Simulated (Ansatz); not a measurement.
System: HfO₂ (model structure, started from the tetragonal ZrO2 type, P4₂/nmc, No. 137, 6 atoms in the cell; like a known high-temperature phase). Method: r²SCAN+rVV10 in Ansatz (plane waves, PAW).

Run with plane-wave cutoff 560 eV, 10×10×8 k mesh (along the axes of the cell as run), Fermi–Dirac smearing 0.01 eV, scalar-relativistic PAW data made under PBE.

Cell (relaxed at this level):

```
CELL_PARAMETERS angstrom
      3.56864     0.00000     0.00000
      0.00000     3.56864     0.00000
      0.00000     0.00000     5.17544
ATOMIC_POSITIONS crystal
  Hf 0.00000 0.00000 0.00000
  Hf 0.50000 0.50000 0.50000
  O  0.00000 0.50000 0.19875
  O  0.00000 0.50000 0.69875
  O  0.50000 0.00000 0.30125
  O  0.50000 0.00000 0.80125
```

Estimate the band gap and smallest direct gap on the k points sampled that the calculation returns.


* **band gap**: 5.22 eV
* **smallest direct gap on the k points sampled**: 5.30 eV

Note: held by symmetry at 0 K, a high-temperature phase can be a saddle point.

Spin–orbit coupling is not included.

Static lattice: no zero-point or thermal effects.

A model structure was made by putting elements into a prototype or built by hand; it is no filed structure, need not be a known phase, and can be a saddle point held by its symmetry.

Ansatz is an electronic-structure program.
